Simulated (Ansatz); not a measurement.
The starting structures come from a database of crystals and need not be the phases stable at ambient conditions.

 Where the default PAW files enter, the runs use the earlier of Ansatz's two default sets.

Inside the gap of an insulator the Bloch states are evanescent, with a wavenumber k + iκ along the transport direction.

Data:

```
O2Si
1.0
    5.00506     0.00000     0.00000
   -2.34276     9.25914     0.00000
    2.34276    -2.03302     3.83287
Si O
4 8
Direct
  0.65051   0.93778   0.51924
  0.34949   0.43778   0.85632
  0.69378   0.56366   0.30941
  0.30622   0.06366   0.31791
  0.40978   0.94627   0.39745
  0.59022   0.44627   0.99509
  0.69056   0.75069   0.40147
  0.30944   0.25069   0.59991
  0.46590   0.54542   0.65453
  0.53410   0.04542   0.93631
  0.03056   0.51129   0.18879
  0.96944   0.01129   0.33379
```

Space group of this cell: P2_1. The cell is taken as given.

Transport runs along the normal of the first two printed cell vectors.

The gap is the functional's own, uncorrected, and κ follows it; spin-orbit coupling is left out. Mid-gap values are interpolated between the computed energies.

Task: Give the band gap and the smallest decay constant κ at mid-gap that r2SCAN (Ansatz, a program for electronic structure) yields.

Result: Gap 6.35 eV on a 8×8×8 mesh; κ = 0.537 1/Å, at the zone centre.
